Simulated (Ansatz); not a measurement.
**BaScO2F (P4/mmm, No. 123, 5 atoms in the cell; start mp-1227813)**

All values below come from PBE0 (PAW; Ansatz, an electronic-structure program).

Settings: plane-wave cutoff 460 eV, 6×6×6 k mesh, Fermi–Dirac smearing 0.01 eV, scalar-relativistic PAW data made under PBE.

Cell (relaxed with PBEsol):

BaScFO2 is modelled in the tetragonal space group P4/mmm (No. 123), Pearson symbol tP5. Lattice parameters: a = b = 4.141 Å, c = 4.128 Å, α = β = γ = 90.00°. Ba on 1d has 8 O at 2.923 Å and 4 F at 2.928 Å (cuboctahedral). Sc on 1a is coordinated by 2 F at 2.064 Å and 4 O at 2.070 Å (octahedral). O on 2f has 2 Sc at 2.070 Å and 4 Ba at 2.923 Å (octahedral). F on 1b is coordinated by 2 Sc at 2.064 Å and 4 Ba at 2.928 Å (octahedral). (Neighbours: up to the widest gap in distance over summed covalent radii, below 1.35, at either atom; cation-cation and far metal-metal contacts left out.)

- band gap = 5.65 eV (on the SCF k mesh)
- smallest direct gap on the k points sampled = 6.05 eV

Note: cell and atoms aren't relaxed at this level (pressure 2.1 GPa).

Spin–orbit coupling is not included.

Static lattice: no zero-point or thermal effects.

It cost roughly 5 core-minutes of CPU time.

A start named mp-… is a Materials Project structure, which need not be a measured phase.
